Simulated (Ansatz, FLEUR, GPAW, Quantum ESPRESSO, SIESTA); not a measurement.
**Ta2N (P-3m1, 3 atoms in the cell) computed with different codes at matched settings**

Self-consistent single point.

```yaml
crystal:
  lattice:
    - [3.08547, 0.00000, 0.00000]
    - [-1.54273, 2.67209, 0.00000]
    - [0.00000, 0.00000, 4.82698]
  atoms:
    - { symbol: Ta, position: [0.66667, 0.33333, 0.74529] }
    - { symbol: Ta, position: [0.33333, 0.66667, 0.25471] }
    - { symbol: N, position: [0.00000, 0.00000, 0.00000] }
```

Shared settings, as Ansatz (a quantum-chemistry and plane-wave program) writes them: kpoints.mp_grid.grid = 14 14 8; scf.occupations.method = fermi_dirac; scf.occupations.width = 0.136 eV. Potentials and cutoffs stand in the table.

| code | model | pressure (GPa) | largest force (eV/Å) | cutoff |
|---|---|---|---|---|
| SIESTA | LDA PW92, numerical atomic orbitals TZP, PseudoDojo LDA standard norm-conserving potentials (rewritten from UPF to PSML) | -10.19 | 0.049 | grid 300 Ry |
| Ansatz | LDA (PW92), PAW files made with PBE | -7.47 | 0.281 | default |
| GPAW | LDA (Perdew-Wang 92), GPAW PAW datasets LDA (gpaw-data 1.0.1) | – | 0.333 | 900 eV |
| Quantum ESPRESSO | LDA (PZ), GBRV 1.5 ultrasoft (LDA) pseudopotentials | -8.76 | 0.246 | 40 Ry |
| FLEUR | LDA (Perdew-Zunger), all-electron FLAPW (FLEUR), scalar-relativistic valence | – | 0.303 | Kmax 4.5 1/bohr |

A dash marks a value that a program does not give, or that is left out as unsure.

On Ansatz's run: spin-orbit coupling is off. Spin polarisation is off; with an odd number of electrons in the cell that forces a metal, and a magnetic state may lie lower.

The spread over the programs that give each value: pressure within 2.72 GPa; largest force within 0.284 eV/Å.

SIESTA uses small atom-centred bases, whose incompleteness enters pressures, forces and empty levels differently from a plane-wave cutoff. FLEUR treats all electrons, but the usual bases taken here (sphere radii, linearisation, local orbitals, empty states) were not tested for convergence, so the values are no reference for the others. Ansatz's pressure is given at a fixed set of plane waves, as the other plane-wave codes print theirs; with its correction for the finite basis it is -7.26 GPa (the shift of 0.21 GPa shows how far the cutoff is from converged). The pressure of GPAW is left out: its cutoff lies under the one at which its stress was checked. The same LDA comes in different parametrisations, which differ slightly. In the pressure, SIESTA (by 2.08) lies more than 1 GPa from the median of the plane-wave programs. In the force vectors, SIESTA (by 0.232) lies more than 0.08 eV/Å from the median of the plane-wave programs.

The starting cell comes from a database of computed structures (which also holds hypothetical and non-ambient phases and stackings), without a prior relaxation at this level. Its lattice was rescaled by a random factor within 2.5 % of one.

Left out of this page: Elk (not drawn, or without a comparable value).

Keys are those of Ansatz 0.2.
